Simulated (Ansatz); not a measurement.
**A computed series for InP: response to strain**

Base system: InP in the zinc blende structure (space group F-43m, No. 216; a = 5.907 Å). Axes: x, y, z lie along the cube axes.

Strains are applied to the cell and any free atomic positions relax; under biaxial strain the out-of-plane vector relaxes too.

Level of theory: r2SCAN, PAW, 500 eV (Ansatz, a first-principles code; scalar-relativistic without spin-orbit coupling), earlier PAW set.

Notes on the quantities. pressure: mean of the normal stresses, compression positive; energy relative to the base: free energy F.

| case | pressure | band gap | energy relative to the base | volume per atom |
|---|---|---|---|---|
| base | 0.01 GPa | 1.02 eV | 0 meV/atom | 25.77 Å³ |
| biaxial strain −2.22 %, plane normal [001], relaxed out of plane | 1.48 GPa | 1.06 eV | +7.8 meV/atom | 25.23 Å³ |
| biaxial strain −1.22 %, plane normal [001], relaxed out of plane | 0.79 GPa | 1.04 eV | +2.3 meV/atom | 25.48 Å³ |
| isotropic strain −4.11 % | 11.42 GPa | 1.75 eV | +97 meV/atom | 22.72 Å³ |
| isotropic strain −2.32 % | 5.65 GPa | 1.43 eV | +29 meV/atom | 24.02 Å³ |
| uniaxial strain ε_xx = +1.56 % | -1.02 GPa | 0.91 eV | +1.9 meV/atom | 26.17 Å³ |
| uniaxial strain ε_yy = +4.13 % | -2.54 GPa | 0.71 eV | +13 meV/atom | 26.83 Å³ |
| tensor shear ε_yz = −0.50 % | 0.01 GPa | 0.99 eV | +0.4 meV/atom | 25.77 Å³ |
| tensor shear ε_xz = +1.42 % | 0.02 GPa | 0.91 eV | +3.0 meV/atom | 25.76 Å³ |
| tensor shear ε_xy = −1.59 % | 0.02 GPa | (withheld) | (withheld) | 25.76 Å³ |

**Question.** Complete the table.

**Answer.** 
- tensor shear ε_xy = −1.59 %, band gap: 0.90 eV
- tensor shear ε_xy = −1.59 %, energy relative to the base: +3.7 meV/atom

No phonon test of stability was made.
